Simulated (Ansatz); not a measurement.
We consider Y (model structure, Im-3m, No. 229, 1 atoms in the cell), described by PBEsol (PAW; Ansatz, a first-principles code).

Run with plane-wave cutoff 520 eV, 20×20×20 k mesh, Fermi–Dirac smearing 0.05 eV, scalar-relativistic PAW data made under PBE.

Cell (relaxed at this level):

```cif
data_Y2
_chemical_formula_sum 'Y2'
_space_group_name_H-M_alt 'Im-3m'
_space_group_IT_number 229
_space_group_name_Hall '-I 4 2 3'
_cell_length_a 3.97329
_cell_length_b 3.97329
_cell_length_c 3.97329
_cell_angle_alpha 90.000
_cell_angle_beta 90.000
_cell_angle_gamma 90.000
loop_
_atom_site_label
_atom_site_type_symbol
_atom_site_symmetry_multiplicity
_atom_site_Wyckoff_symbol
_atom_site_fract_x
_atom_site_fract_y
_atom_site_fract_z
_atom_site_occupancy
Y1 Y 2 a 0.00000 0.00000 0.00000 1
```
(The calculation used a cell of 1 atom; values per cell refer to that cell.)

What does this level give for the bulk modulus?


* **bulk modulus**: 40.5 GPa

The run finds no gap.

Note: the bulk modulus is −V dP/dV from two relaxed cells at ±2 % in volume; the relaxation could raise the start's symmetry but not lower it, so the cell can be a saddle point.

Cost on a shared machine: very roughly 14 core-seconds.

A model structure was made by putting elements into a prototype or built by hand; it is no filed structure, need not be a known phase, and can be a saddle point held by its symmetry.
